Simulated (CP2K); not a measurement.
CP2K run on KMg6Cd (Amm2, 8 atoms in the cell): self-consistent single point.

Method of the run: PBEsol, GPW, DZVP-MOLOPT-SR-GTH basis, GTH-PBE potentials (GTH_POTENTIALS) run with CP2K.

```yaml
crystal:
  lattice:
    - [5.28674, 0.00000, 0.00000]
    - [0.00000, 6.65374, 0.00000]
    - [0.00000, 3.25942, 5.80073]
  atoms:
    - { symbol: K, position: [0.00000, 0.83158, 0.83158] }
    - { symbol: Mg, position: [0.00000, 0.33561, 0.82843] }
    - { symbol: Mg, position: [0.00000, 0.82843, 0.33561] }
    - { symbol: Mg, position: [0.00000, 0.33673, 0.33673] }
    - { symbol: Mg, position: [0.50000, 0.18714, 0.65690] }
    - { symbol: Mg, position: [0.50000, 0.65690, 0.18714] }
    - { symbol: Mg, position: [0.50000, 0.16693, 0.16693] }
    - { symbol: Cd, position: [0.50000, 0.65669, 0.65669] }
```

Reference input (self-consistent single point, DFT PBEsol, GPW, DZVP-MOLOPT-SR-GTH basis, GTH-PBE potentials (GTH_POTENTIALS)): CUTOFF = 1000 Ry; REL_CUTOFF = 50 Ry; SMEAR/METHOD = GAUSSIAN; SIGMA = 0.05 eV; KPOINTS/SCHEME = MACDONALD 4 3 3 0.125 0 0; XC_FUNCTIONAL = PBE:PBESOL; K/BASIS_SET = DZVP-MOLOPT-SR-GTH; K/POTENTIAL = GTH-PBE-q9; Mg/BASIS_SET = DZVP-MOLOPT-SR-GTH; Mg/POTENTIAL = GTH-PBE-q10; Cd/BASIS_SET = DZVP-MOLOPT-SR-GTH; Cd/POTENTIAL = GTH-PBE-q12. This run's input differs from it in these lines:

```diff
@@ -40,3 +40,3 @@
     &KPOINTS
-      SCHEME MACDONALD 4 3 3 0.125 0 0
+      SCHEME MACDONALD 4 4 4 0.125 0.125 0.125
     &END KPOINTS
```

The program printed (abridged):

```
 SCF WAVEFUNCTION OPTIMIZATION

  Step     Update method      Time    Convergence         Total energy    Change
     1 NoMix/Diag. 0.30E+00      -     1.03281965      -453.8649972302 -4.54E+02
     2 Broy./Diag. 0.30E+00      -     0.03233503      -453.8997834920 -3.48E-02
     3 Broy./Diag. 0.30E+00      -     0.06707893      -453.3108347503  5.89E-01
     4 Broy./Diag. 0.30E+00      -     0.02451134      -452.9313746335  3.79E-01
     5 Broy./Diag. 0.30E+00      -     0.00697422      -452.9277371041  3.64E-03
     6 Broy./Diag. 0.30E+00      -     0.00222527      -452.9497037987 -2.20E-02
   [... 6 lines left out ...]
    13 Broy./Diag. 0.30E+00      -     0.00000234      -452.9448135371  2.56E-05
    14 Broy./Diag. 0.30E+00      -     0.00000144      -452.9448237564 -1.02E-05
    15 Broy./Diag. 0.30E+00      -     0.00000022      -452.9448242200 -4.64E-07
    16 Broy./Diag. 0.30E+00      -     0.00000009      -452.9448233533  8.67E-07
  *** SCF run converged in    16 steps ***

  Overlap energy of the core charge distribution:               0.00000000000000
  Self energy of the core charge distribution:              -1009.06197206407342
  Core Hamiltonian energy:                                    296.07556626877312
  Hartree energy:                                             321.43724237783584
  Exchange-correlation energy:                                -61.39557855714949
  Smearing free energy correction:                             -0.00008137864863
  Fermi energy:                                                 0.17559122928361

  Total energy:                                              -452.94482335327575
  Total energy (extrapolated to sigma->0):                   -452.94478266395146

   [... lines left out ...]

 STRESS| Analytical stress tensor [bar]
 STRESS|                        x                   y                   z
 STRESS|      x       -7.74799483892E+03  -2.80709352534E-08  -1.65622584397E-08
 STRESS|      y       -2.80709352534E-08   1.20502774392E+04   6.91426922922E+02
 STRESS|      z       -1.65622584397E-08   6.91426922922E+02   1.12733414336E+04
 STRESS| 1/3 Trace                                             5.19187467797E+03
```

The run converged in 16 iterations. Against the reference run the free energy drops by 31.9 meV/atom, the pressure goes from 0.67 to 0.52 GPa and the largest force goes from 0.199 to 0.263 eV/Å.

The starting cell comes from a database of computed structures (which also holds hypothetical and non-ambient phases and stackings), without a prior relaxation at this level. Its lattice was rescaled by a random factor within 2.5 % of one. Values carry the incompleteness of an atom-centred basis. The potentials were made for another functional than the one used.

Cost on one core of a shared machine: roughly 50 s.
